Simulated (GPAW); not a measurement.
Worked example: self-consistent single point of WSe2 (P6_3/mmc, 6 atoms in the cell) in GPAW.

Level of theory: PBE, GPAW PAW datasets PBE (gpaw-data 1.0.1) (plane waves; GPAW 25.7.0).

The change in words: lattice scaled by 0.98. Reference geometry:
```
WSe2
1.0
    3.32259     0.00000     0.00000
   -1.66129     2.87744     0.00000
    0.00000     0.00000    13.74818
W Se
2 4
Cartesian
  1.66129   0.95915  10.31114
  0.00000   1.91830   3.43704
  0.00000   1.91830  11.97466
  1.66129   0.95915   1.77352
  1.66129   0.95915   5.10057
  0.00000   1.91830   8.64761
```

Reference input (self-consistent single point, DFT PBE, plane waves, GPAW PAW datasets PBE (gpaw-data 1.0.1)): mode = pw; ecut = 550 eV; xc = PBE; kpts = 6 6 2; mesh shift (steps) = 0 0 0; occupations.name = fixed-uniform; nbands = -8; convergence.forces = 0.001 eV/Å; convergence.bands = -6; symmetry.symmorphic = false; symmetry.tolerance = 0.0005; maxiter = 120. This run's input differs from it in these lines:

```diff
@@ -5,5 +5,5 @@
 atoms = Atoms(['W', 'W', 'Se', 'Se', 'Se', 'Se'],
-              cell=[[3.322586, 0.000000, 0.000000],
-                    [-1.661293, 2.877444, 0.000000],
-                    [0.000000, 0.000000, 13.748180]],
+              cell=[[3.256134, 0.000000, 0.000000],
+                    [-1.628067, 2.819895, 0.000000],
+                    [0.000000, 0.000000, 13.473216]],
               scaled_positions=[[0.666667, 0.333333, 0.750000],
```

Output (repeated stretches shortened):

```
     iter     time        total  log10-change:
                         energy   eigst   dens  force
iter:   1 --:--:--   -40.573265   +0.16
iter:   2 --:--:--   -40.554911   -1.06  -1.25
iter:   3 --:--:--   -40.345173   -1.20  -1.27
iter:   4 --:--:--   -40.440837   -2.20  -1.65
iter:   5 --:--:--   -40.255659   -1.87  -1.63
iter:   6 --:--:--   -40.316800   -2.60  -1.97
iter:   7 --:--:--   -40.204438   -2.38  -1.80
iter:   8 --:--:--   -40.203312   -2.99  -2.45
iter:   9 --:--:--   -40.203769c  -3.41  -2.67
iter:  10 --:--:--   -40.201554c  -3.99  -2.67
iter:  11 --:--:--   -40.201558c  -5.42  -3.80
   [... lines left out ...]
iter:  14 --:--:--   -40.201550c  -6.66  -3.96
iter:  15 --:--:--   -40.201550c  -6.97  -4.09c
iter:  16 --:--:--   -40.201551c  -6.94  -4.18c
iter:  17 --:--:--   -40.201550c  -7.19  -4.15c
iter:  18 --:--:--   -40.201551c  -6.73  -4.39c
iter:  19 --:--:--   -40.201549c  -7.26  -4.32c
iter:  20 --:--:--   -40.201549c  -8.69c -5.05c
iter:  21 --:--:--   -40.201549c  -8.48c -5.07c -2.79
iter:  22 --:--:--   -40.201549c  -8.15c -5.02c -2.35
iter:  23 --:--:--   -40.201549c  -9.58c -5.15c -2.97
iter:  24 --:--:--   -40.201549c  -9.35c -5.43c -2.96
iter:  25 --:--:--   -40.201549c  -9.47c -5.61c -4.17c
Converged after 25 iterations.

Dipole moment: (-0.000000, 0.000000, -0.000000) |e|*Ang

Energy contributions relative to reference atoms: (reference = -1141957.471832)

Kinetic:        +72.884758
Potential:      -69.589349
External:        +0.000000
XC:             -43.371909
Entropy (-ST):   +0.000000
Local:           -0.125049
SIC:             +0.000000
--------------------------
Free energy:    -40.201549
Extrapolated:   -40.201549

Showing only first 2 kpts
 Kpt  Band  Eigenvalues  Occupancy
  0    24      7.41024    2.00000
  0    25      8.38998    2.00000
  0    26     11.24831    0.00000
  0    27     11.24835    0.00000

  1    24      8.12604    2.00000
  1    25      8.12604    2.00000
  1    26     11.25608    0.00000
  1    27     11.25608    0.00000

Fermi level: 8.99747

Gap: 1.215 eV
Transition (v -> c):
   [... lines left out ...]
Direct gap: 1.574 eV
   [... lines left out ...]
  0 W    -0.00000   -0.00000    0.00000
  1 W     0.00000    0.00000   -0.00000
  2 Se    0.00000    0.00000    1.34159
  3 Se    0.00000   -0.00000   -1.34159
  4 Se   -0.00000   -0.00000    1.34159
  5 Se    0.00000    0.00000   -1.34159

Stress tensor:
    -0.056828     0.000000     0.000000
     0.000000    -0.056828     0.000000
     0.000000     0.000000    -0.077088
Stress (GPa, Voigt): [ -9.1048  -9.1048 -12.3508   0.       0.       0.    ]
```

The run converged in 25 iterations. GPAW prints stress with tension positive. Against the reference run the free energy rises by 44.5 meV/atom, the pressure goes from 1.27 to 10.19 GPa, the largest force goes from 0.227 to 1.342 eV/Å and the gap on the mesh moves little (1.219 to 1.215 eV).

The starting cell comes from a database of computed structures (which also holds hypothetical and non-ambient phases and stackings), without a prior relaxation at this level. Its lattice was rescaled by a random factor within 2.5 % of one. For this run, on top of that: lattice scaled by 0.98. Spin-orbit coupling is off. With a pressure of about 10 GPa the cell is away from its equilibrium volume at this level. Forces in this geometry exceed 1 eV/Å.

Cost on one core of a shared machine: roughly 30 s.
